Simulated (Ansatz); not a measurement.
Corundum In2O3 (high-pressure phase), treated with HSE06 (PAW; Ansatz, a first-principles code).

Numerical settings: plane-wave cutoff 500 eV, 6×6×6 k mesh, gaussian smearing 0.02 eV, scalar-relativistic PAW data made under PBE.

Cell (relaxed with r²SCAN):

Space group R-3c, hexagonal axes (No. 167); a = b = 5.508 Å, c = 14.562 Å, α = β = 90.00°, γ = 120.00°

```json
[
 {"atom": "In", "site": "12c", "symmetry": "3.", "x": "0.0000", "y": "0.0000", "z": "0.1430"},
 {"atom": "O", "site": "18e", "symmetry": ".2", "x": "0.2966", "y": "0.2966", "z": "0.2500"}
]
```
(The calculation used a cell of 10 atoms; values per cell refer to that cell.)

**Question.** Predict the band gap.

**Answer.** 
- band gap = 2.73 eV (on the SCF k mesh)

Note: cell and atoms aren't relaxed at this level (largest force component 0.03 eV/Å, pressure -1.1 GPa).

Spin–orbit coupling is not included.

Computed values are for the static lattice.

The result took around 12 core-minutes (rough).
